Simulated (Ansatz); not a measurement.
Data:

```
SrZrO3
1.0
    4.12994     0.00000     0.00000
    0.00000     4.12994     0.00000
    0.00000     0.00000     4.12994
Sr Zr O
1 1 3
Direct
  0.50000   0.50000   0.50000
  0.00000   0.00000   0.00000
  0.00000   0.50000   0.00000
  0.50000   0.00000   0.00000
  0.00000   0.00000   0.50000
```

The numbers are results of PBEsol, rigid bands (plane waves, PAW, scalar-relativistic; Ansatz, a program for electronic structure), not measurements. Geometry: cell and atoms relaxed with PBEsol.

Problem. What conductivity effective mass do dilute holes have at 300 K?

Solution. 1.95 mₑ.

Problem. What conductivity effective mass do dilute electrons have at 300 K?

Solution. 0.53 mₑ.

Problem. And the band gap?

Solution. 3.31 eV at this level; semilocal functionals usually fall short of the measured gap.

Rigid bands, one relaxation time for all states, no polarons. Spin-orbit coupling is left out; where it splits the top of the valence band it changes the hole mass and lowers the gap by about a third of the splitting.

SrZrO3 (Pm-3m): a high-temperature phase held by its symmetry.
